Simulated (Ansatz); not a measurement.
The starting structures come from a database of crystals and need not be the phases stable at ambient conditions.

 Where the default PAW files enter, the runs use the earlier of Ansatz's two default sets.

By PBEsol, the system below comes out a metal.

A figure of merit of an interconnect metal is its ballistic conductance per area.

Data:

```xyz
2
Lattice="2.6751 0.0000 0.0000 0.0000 5.2695 0.0000 0.0000 0.0000 2.8221" Properties=species:S:1:pos:R:3 pbc="T T T"
Ga     0.0000     2.6347     1.8326
As     0.0000     0.0000     0.0017
```

Space group of this cell: Pmm2. The cell is taken as given; by PBEsol its mean pressure is -3.5 GPa.

The current flows along the normal of the first two printed cell vectors. No spin-orbit coupling; the value is a mean over 0.1 eV about the Fermi level.

Question: Predict the ballistic conductance per area from PBEsol (Ansatz, a program for electronic structure).

Answer: 1.0 × 10¹⁵ S/m² for both spins.
